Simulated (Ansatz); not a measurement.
Consider Pd in the fcc (Cu type) structure (space group Fm-3m, No. 225; a = 3.8775 Å; relaxed with 0.1 eV smearing). Axes: x, y, z lie along the cube axes.

Calculations: Ansatz (a quantum-chemistry and plane-wave program), PBEsol, PAW, cutoff 420 eV, scalar-relativistic without spin-orbit coupling, earlier PAW set.

Strains are applied to the cell and any free atomic positions relax; under biaxial strain the out-of-plane vector relaxes too.

One change was made to it. Results:

```json
[
 {"quantity": "energy relative to the base (free energy F)", "base": "0 meV/atom", "after": "+0.7 meV/atom"},
 {"quantity": "shortest interatomic distance", "base": "2.742 Å", "after": "2.742 Å"}
]
```

Q: Which change produced these results?
(A) strain tensor (xx, yy, zz, yz, xz, xy) = (+1.15, −0.34, +0.49, +0.27, −0.12, −0.32) %
(B) uniaxial strain ε_yy = +0.81 %
(C) isotropic strain +4.47 %
(D) biaxial strain +2.31 %, plane normal [111], relaxed out of plane
(E) biaxial strain +4.20 %, plane normal [110], relaxed out of plane

A: B, uniaxial strain ε_yy = +0.81 %. For comparison, the energy relative to the base in the other runs: strain tensor (xx, yy, zz, yz, xz, xy) = (+1.15, −0.34, +0.49, +0.27, −0.12, −0.32) % gives +2.1 meV/atom; isotropic strain +4.47 % gives +137 meV/atom; biaxial strain +2.31 %, plane normal [111], relaxed out of plane gives +15 meV/atom; biaxial strain +4.20 %, plane normal [110], relaxed out of plane gives +47 meV/atom.

A biaxial case was relaxed in a doubled cell and then solved in the primitive one. Whether these cells are dynamically stable was not tested. All final runs are without spin polarisation. Pd lies near a magnetic instability that expansion can trigger; it was not tested.
